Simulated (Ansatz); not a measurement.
The parent structure is CdSe in the wurtzite structure (space group P6_3mc, No. 186; a = 4.383 Å, c = 7.154 Å). Axes: x lies along a and z along c of the hexagonal cell.

All numbers come from PBE/PAW in Ansatz (a quantum-chemistry and plane-wave program), without spin-orbit coupling.

Modification: every lattice vector is shortened by 1.51 %; the atoms relax in the strained cell.

Problem. Predict the stress tensor and what it implies for the stiffness.

Solution. Stress of the strained cell less that of the base (GPa, compression positive):
```
   2.26    0.00    0.00
   0.00    2.26    0.00
   0.00    0.00    2.27
```

Then B = −ΔP/(ΔV/V₀) with ΔV/V₀ = -0.0446 gives secant stiffness values (nonlinear terms included at this strain): B (at held cell shape, above the free-shape value) ≈ 51 GPa.

As a check, the harmonic strain energy −½ V₀ Δσ:ε is 9.5 meV/atom; the computed energy rise is 9.0 meV/atom.

No phonon test of stability was made.
